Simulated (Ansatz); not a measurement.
# Quick settings and what they miss: TiAg (P4/nmm, 4 atoms in the cell)

Self-consistent single point.

```
CELL_PARAMETERS angstrom
      2.84632     0.00000     0.00000
      0.00000     2.84632     0.00000
      0.00000     0.00000     7.97167
ATOMIC_POSITIONS crystal
  Ti 0.00000 0.50000 0.88349
  Ti 0.50000 0.00000 0.11651
  Ag 0.00000 0.50000 0.37325
  Ag 0.50000 0.00000 0.62675
```

Level of theory: PBEsol, PAW files made with PBE (plane waves; Ansatz, a first-principles code).

Base settings: basis.ecutwfc = 420 eV; kpoints.mp_grid.grid = 12 12 4; hamiltonian.xc = pbesol; hamiltonian.pseudopotentials = {kind: paw} (the program's default PAW files); scf.occupations.method = cold; scf.occupations.width = 0.1 eV.

Tight run (finer mesh or higher cutoff; not a proven limit): basis.ecutwfc: 420 eV → 590 eV; kpoints.mp_grid.grid: 12 12 4 → 17 17 6; scf.convergence.dr2_threshold: default (1e-07 eV) → 1e-09 eV. It gave Fermi level (on the code's own zero) 16.48 eV; pressure 3.70 GPa; largest force (vector length) 0.061 eV/Å.

Quick runs, as changes from the base:
- A: the base itself
- B: basis.ecutwfc: 420 eV → 335 eV; kpoints.mp_grid.grid: 12 12 4 → 6 6 6; hamiltonian.xc: pbesol → lda; kpoints.mp_grid.shift: default → 0.5 0.5 0.5 [LDA (PW92)]
- C: basis.ecutwfc: 420 eV → 210 eV; kpoints.mp_grid.grid: 12 12 4 → 4 4 4; hamiltonian.xc: pbesol → lda; scf.occupations.width: 0.1 eV → 0.136 eV [LDA (PW92)]
- D: basis.ecutwfc: 420 eV → 295 eV; kpoints.mp_grid.grid: 12 12 4 → 8 8 8; scf.occupations.method: cold → methfessel_paxton; scf.occupations.width: 0.1 eV → 0.136 eV
- E: basis.ecutwfc: 420 eV → 250 eV; kpoints.mp_grid.grid: 12 12 4 → 1 1 1; hamiltonian.xc: pbesol → lda; scf.occupations.method: cold → methfessel_paxton; scf.occupations.width: 0.1 eV → 0.5 eV [LDA (PW92)]
- F: basis.ecutwfc: 420 eV → 335 eV; kpoints.mp_grid.grid: 12 12 4 → 2 2 2; scf.occupations.method: cold → fermi_dirac; scf.occupations.width: 0.1 eV → 0.2 eV

Energies are extrapolated to zero smearing width, which holds to low order in the width alone.

Dashes: energy of B, C, E, another energy zero.

† marks runs with another functional, U, potentials or spin treatment: their distance from the tight run is not a convergence error alone.

The count of work is k-points × plane waves × bands × iterations; it is no time. 

Pressures in the table are Ansatz's without its Pulay estimate, at a fixed set of plane waves; the tight run's value above holds the estimate.

The starting cell comes from a database of computed structures (which also holds hypothetical and non-ambient phases and stackings), without a prior relaxation at this level. Its lattice was rescaled by a random factor within 2.5 % of one. Spin polarisation is off. In the base run, with a pressure of about 4 GPa the cell is away from its equilibrium volume at this level.

| run | energy less tight (meV/atom) | pressure less tight (GPa) | largest miss in a force vector (eV/Å) | count of work / tight |
|---|---|---|---|---|
| A | 2.9 | 0.13 | 0.054 | 0.24 |
| B† | – | -6.42 | 0.059 | 0.037 |
| C† | – | -210.05 | 0.546 | 0.018 |
| D | 99.0 | -9.09 | 0.061 | 0.13 |
| E† | – | -60.75 | 1.108 | 0.0017 |
| F | 409.1 | 3.17 | 0.339 | 0.013 |

Among the runs at the tight run's level, the energy misses run from 2.9 to 409.1 meV/atom.

Keys are those of Ansatz 0.2.
